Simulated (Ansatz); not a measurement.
Base system: ZnO in the wurtzite structure (space group P6_3mc, No. 186).

```xyz
4
Lattice="3.2352 0.0000 0.0000 -1.6176 2.8018 0.0000 0.0000 0.0000 5.2114" Properties=species:S:1:pos:R:3 pbc="T T T"
Zn     1.6176     0.9339     0.0126
Zn     0.0000     1.8678     2.6183
O      1.6176     0.9339     3.2456
O      0.0000     1.8678     0.6399
```

Level of theory: plane-wave PAW DFT at the r2SCAN level (Ansatz, a first-principles code, 500 eV), no spin-orbit coupling.

Base values:

| Item | Value |
|---|---|
| Lattice parameter a | 323.5 pm |
| Gap character | direct at Γ |
| c/a ratio | 1.611 |
| Band gap | 1.24 eV |
| Width of the top valence band | 1.83 eV |

Modification: hydrostatic tension (pressure −2 GPa).

**Question.** Predict the new lattice parameter a.

**Answer.** The lattice parameter a goes up by 1.44 pm (323.5 pm → 325.0 pm).

**Question.** What does the calculation give for the gap character after the change?

**Answer.** The gap character stays direct at Γ.

**Question.** Predict the new c/a ratio.

**Answer.** The c/a ratio remains 1.611.

**Question.** How does this affect the band gap?

**Answer.** The band gap drops by 0.02 eV (1.24 eV → 1.22 eV).

**Question.** What happens to the width of the top valence band?

**Answer.** The width of the top valence band falls by 0.03 eV (1.83 eV → 1.80 eV).

Load acts through the strain it causes; cell and atoms are relaxed under it. Stability against distortions was not tested.
